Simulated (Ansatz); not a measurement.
**HgSe: response to strain**

The reference is HgSe in the zinc blende structure (space group F-43m, No. 216).

```yaml
crystal:
  lattice:
    - [0.00000, 3.06666, 3.06666]
    - [3.06666, 0.00000, 3.06666]
    - [3.06666, 3.06666, 0.00000]
  atoms:
    - { symbol: Se, position: [0.25000, 0.25000, 0.25000] }
    - { symbol: Hg, position: [0.00000, 0.00000, 0.00000] }
```

Cartesian axes are those of the cell as printed.

Strains are applied to the cell and any free atomic positions relax.

Level of theory: DFT with PBEsol, PAW potentials and a 420 eV plane-wave cutoff in Ansatz (a program for electronic structure), without spin-orbit coupling.

Notes on the quantities. energy relative to the base: free energy F.

| variant | energy relative to the base | pressure | volume per atom | space group |
|---|---|---|---|---|
| base | 0 meV/atom | 0.0 GPa | 28.84 Å³ | F-43m (No. 216) |
| isotropic strain −0.62 % | +1.6 meV/atom | 1.0 GPa | 28.31 Å³ | F-43m (No. 216) |
| uniaxial strain ε_xx = −0.91 % | +0.5 meV/atom | 0.5 GPa | 28.58 Å³ | I-4m2 (No. 119) |
| uniaxial strain ε_yy = −5.02 % | +15 meV/atom | 2.9 GPa | 27.39 Å³ | I-4m2 (No. 119) |
| uniaxial strain ε_zz = +5.34 % | +15 meV/atom | -2.4 GPa | 30.38 Å³ | I-4m2 (No. 119) |

The mesh was chosen for an insulator and is coarse for the gapless case. No phonon test of stability was made. All final runs are without spin polarisation.
